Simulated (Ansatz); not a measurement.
The starting structures come from a database of crystals and need not be the phases stable at ambient conditions.

 Where the default PAW files enter, the runs use the earlier of Ansatz's two default sets.

Evanescent states of ZnSnP₂ (I-42d, chalcopyrite, not sure to be the ambient phase, 8 atoms a cell, 22.6 Å³ an atom) along the normal of (110)

Computed with r2SCAN (plane waves, PAW; Ansatz, an electronic-structure program).

The gap is the functional's own. No spin-orbit coupling. Mid-gap values are interpolated on the energy grid.

Energies count from the valence-band top; κ is the least over a 6×6 mesh across the current.

| E (eV) | κ (1/Å) | where |
|---|---|---|
| 0.04 | 0.028 | Γ |
| 0.12 | 0.046 | Γ |
| 0.20 | 0.058 | Γ |
| 0.28 | 0.066 | Γ |
| 0.36 | ? | Γ |
| 0.44 | ? | Γ |
| 0.52 | ? | Γ |
| 0.60 | ? | Γ |
| 0.68 | ? | Γ |
| 0.76 | ? | Γ |
| 0.84 | ? | Γ |
| 0.92 | ? | Γ |
| 1.00 | 0.068 | Γ |
| 1.08 | 0.060 | Γ |
| 1.16 | 0.046 | Γ |
| 1.24 | 0.020 | Γ |

Problem. Complete the blanks.

Solution. 
- 0.36, κ (1/Å): 0.072
- 0.44, κ (1/Å): 0.076
- 0.52, κ (1/Å): 0.079
- 0.60, κ (1/Å): 0.081
- 0.68, κ (1/Å): 0.081
- 0.76, κ (1/Å): 0.080
- 0.84, κ (1/Å): 0.078
- 0.92, κ (1/Å): 0.074
